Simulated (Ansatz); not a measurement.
Seebeck coefficient (μV/K, mean over directions) of n-type CuI (P4/nmm) against carrier density, PBEsol+D3BJ with spin-orbit coupling, rigid bands in Ansatz (a first-principles code). Computed gap 1.22 eV; densities at which minority carriers matter at this gap, or further valleys turn the trend, are left out. Conductivity mass 0.192 mₑ (harmonic mean over directions), N_c = 2.0e18 cm⁻³ at 300 K.

```tsv
electron density	300 K	500 K
1e16 cm⁻³	-671	-741
1e17 cm⁻³	-473	-543
1e18 cm⁻³	-278	…
3e18 cm⁻³	-192	…
1e19 cm⁻³	-111	-164
3e19 cm⁻³	…	-99
1e20 cm⁻³	-36	-74
```

### Question
Fill in the missing entries.

### Answer

- 1e18 cm⁻³, 500 K: -346
- 3e18 cm⁻³, 500 K: -255
- 3e19 cm⁻³, 300 K: -60

Rigid bands with a gap fixed in temperature, one relaxation time for all states, no polarons or phonon drag, and whether or not such doping can be reached. Geometry: cell and atoms relaxed with PBEsol+D3(BJ).

Computed structure with no diffraction record at hand here (it may be known, metastable or hypothetical): CuI (P4/nmm). PBEsol with a dispersion correction tends to overbind, so the cell can be several per cent short, in bad cases over ten, which usually narrows a gap: CuI (P4/nmm).
